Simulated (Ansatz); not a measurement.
System: L1₀ (CuAu-type) TiAl. Method: LC-ωPBE (plane waves, PAW; Ansatz, a quantum-chemistry and plane-wave program).

Settings: plane-wave cutoff 460 eV, 10×10×8 k mesh (along the axes of the cell as run), Fermi–Dirac smearing 0.05 eV, no spin polarisation, scalar-relativistic PAW data made under PBE.

Computed at the level's own relaxed cell.

Problem. Predict the lattice parameter a (two-atom tetragonal cell) and lattice parameter c (two-atom tetragonal cell).

Solution. 
- lattice parameter a (two-atom tetragonal cell): 2.767 Å
- lattice parameter c (two-atom tetragonal cell): 4.055 Å

Measured, for comparison: lattice constant a 2.826 Å (temperature not stated, no zero-point or thermal correction, P4/mmm two-atom cell, a_fct/√2; as tabulated in Zope and Mishin (2003), arXiv:cond-mat/0306298); lattice parameter c 4.077 Å (temperature not stated, no zero-point or thermal correction; as tabulated in Zope and Mishin (2003), arXiv:cond-mat/0306298). Computed (rounded) less measured: lattice constant a -2.1 %, lattice parameter c -0.5 %. A static lattice is as a rule a little smaller and stiffer than an uncorrected measurement, which narrows the difference in the lattice parameter c and would widen misses of the other sign.

Note: the run has no spin polarisation, so it can have missed a magnetic state.

Computed values are for the static lattice.
